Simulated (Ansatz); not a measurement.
Consider the energy of the reaction as written. Reaction: 16 C (graphite) + Li (bcc) → cell A. The sign is products less reactants.

Cell A: a sheet of composition LiC16 built on C (graphite, P6₃/mmc) (0001), with 12 atoms on that crystal's sites, 17 atoms, hexagonal cell of 4.93 Å (21.0 Å²), symmetry P6/mmm within 0.02 Å, 3.7 Å thick under 15 Å of vacuum, in-plane vectors held at the crystal's; planes from bottom to top: C8 | Li | C8; foreign atoms: Li bound to 12 C at 2.34 Å; spin state with PBE: no moments, k-point mesh 7×7×1.
```xyz
17
Lattice="4.9300 0.0000 0.0000 -2.4650 4.2695 0.0000 0.0000 0.0000 19.0949" Properties=species:S:1:pos:R:3 pbc="T T T"
C      0.0000     1.4266     7.6903
C      1.2355     0.7133     7.6903
C     -1.2295     3.5562     7.6903
C      0.0000     2.8463     7.6992
C      2.4650     1.4232     7.6992
C      3.6945     0.7133     7.6903
C      1.2295     3.5562     7.6903
C      2.4650     2.8429     7.6903
Li     0.0000     0.0000     9.5475
C      0.0000     1.4266    11.4047
C      1.2355     0.7133    11.4047
C     -1.2295     3.5562    11.4047
C      0.0000     2.8463    11.3957
C      2.4650     1.4232    11.3957
C      3.6945     0.7133    11.4047
C      1.2295     3.5562    11.4047
C      2.4650     2.8429    11.4047
```

Reference: C (graphite, P6₃/mmc), 16 atoms in the cell, the relaxed perfect crystal repeated, atoms not moved again, k-point mesh 7×7×4 on the run's own vectors.

Reference: Li (bcc, Im-3m), 1 atom in the cell, k-point mesh 24×24×24 on the run's own vectors. Conventional cell: a = 3.3221 Å, b = 3.3221 Å, c = 3.3221 Å, α = 90.00°, β = 90.00°, γ = 90.00°.

Plane-wave PAW calculations with Ansatz (a program for electronic structure), its default PAW set, cutoff 420 eV, 500 eV for r2SCAN. The structures are at rest with PBE+D3(BJ), within the held lattices; other levels are single points on them. Neutral cells; Fermi-Dirac smearing of at most 0.10 eV in the solids, energies taken to zero width. The lattices are those relaxed with PBE+D3(BJ) or held as stated, so at other levels the solids can be strained, which adds to the spread. A dispersion term (D3(BJ), or D4 for r2SCAN) was computed beside these levels and is taken off wherever the name lacks it. Static lattices, no vibrational contributions. The structures are the rest points that the relaxations reached, not proven lowest. Cell A has symmetry P6/mmm within 0.02 Å and got no random move, so less symmetric positions, which may lie lower, weren't tried.

Levels: PBE, PBE+D3(BJ), LDA, PBEsol, r2SCAN, r2SCAN+D4.

Problem. Do the levels agree on the sign?

Solution. downhill: PBE (-0.27), LDA (-0.27), PBEsol (-0.28), r2SCAN (-0.11); uphill: PBE+D3(BJ) (0.62), r2SCAN+D4 (0.35) (values in eV; within 0.05 eV of zero counts as too close to call). The levels shown span 0.90 eV, from PBEsol (-0.28) to PBE+D3(BJ) (0.62). They disagree on the sign.
